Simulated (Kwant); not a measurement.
System: six-terminal Hall bar in a CdTe two-dimensional gas. Effective mass 0.096 mₑ, grid spacing 5.8 nm, hard walls, nominal width 150 nm (25 grid rows, so walls 150.8 nm apart), one parabolic valley, scattering region 390 nm long along x; energies count from the band bottom; Fermi energy swept from 0.0009175 to 0.00734 eV. Four side probes 75 nm wide, two on each edge; current runs along x; the sign of the Hall resistance is a convention. Perpendicular field 1.4 T, also in the leads; orbital effect alone.

The device is made up for the run: typed textbook-type constants, with dimensions and the other settings drawn at random.

Model: effective-mass tight-binding model on a square grid, one spin, coherent transport at 0 K (Kwant). Resistances are in h/e².

Problem. How many Landau levels lie under the Fermi energy, and what Hall resistance follows, at 1.24 meV and 1.40 T; 1.79 meV and 1.40 T; 3.42 meV and 1.40 T; 6.69 meV and 1.40 T?

Solution. ħωc = ħeB/m = 1.21 meV a tesla; levels lie at (n + ½)ħωc. E/ħωc = 0.74 gives 1 level and h/(1e²) = 1.000; simulated 1.000. E/ħωc = 1.06 gives 1 level and h/(1e²) = 1.000; simulated 1.000. E/ħωc = 2.03 gives 2 levels and h/(2e²) = 0.500; simulated 0.500. E/ħωc = 3.96 gives 4 levels and h/(4e²) = 0.250; simulated 0.250.
